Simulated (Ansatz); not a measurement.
By PBEsol, the system below comes out a metal.

A figure of merit of an interconnect metal is its ballistic conductance per area.

Data:

```
CELL_PARAMETERS angstrom
      3.80870     0.00000     0.00000
      0.00000     5.38631     0.00000
      1.90435     2.69315     1.90435
ATOMIC_POSITIONS crystal
  Si 0.50000 0.25000 0.00000
  Si 0.50000 0.75000 0.00000
  Ni 0.00000 0.00000 0.00000
```

The cell is taken as given.

The current flows along the normal of the first two printed cell vectors, the (110) plane of the conventional cell. No spin-orbit coupling; the value is a mean over 0.1 eV about the Fermi level.

Task: Compute, with PBEsol run with Ansatz (a quantum-chemistry and plane-wave program), the ballistic conductance per area.

Result: 0.58 × 10¹⁵ S/m² for both spins.
